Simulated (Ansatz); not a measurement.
We consider RuAl (model structure, Cmcm, No. 63, 4 atoms in the cell), described by LDA (PAW; Ansatz, a program for electronic structure).

Settings: plane-wave cutoff 520 eV, 20×20×14 k mesh (along the axes of the cell as run), Fermi–Dirac smearing 0.05 eV, no spin polarisation, scalar-relativistic PAW data made under PBE.

Cell (relaxed at this level):

Space group Cmcm (No. 63); a = 2.9287 Å, b = 9.0099 Å, c = 4.0560 Å, α = 90.00°, β = 90.00°, γ = 90.00°

```json
[
 {"atom": "Al", "site": "4c", "symmetry": "m2m", "x": "0.0000", "y": "0.4068", "z": "0.2500"},
 {"atom": "Ru", "site": "4c", "symmetry": "m2m", "x": "0.0000", "y": "0.1364", "z": "0.2500"}
]
```
(The calculation used a cell of 4 atoms; values per cell refer to that cell.)

Q: Give the computed bulk modulus.

A: 
- bulk modulus: 207 GPa

Note: the run has no spin polarisation, so it can have missed a magnetic state; the bulk modulus is −V dP/dV from two relaxed cells at ±2 % in volume; the relaxation could raise the start's symmetry but not lower it, so the cell can be a saddle point.

Computed values are for the static lattice.

A model structure was made by putting elements into a prototype or built by hand; it is no filed structure, need not be a known phase, and can be a saddle point held by its symmetry.
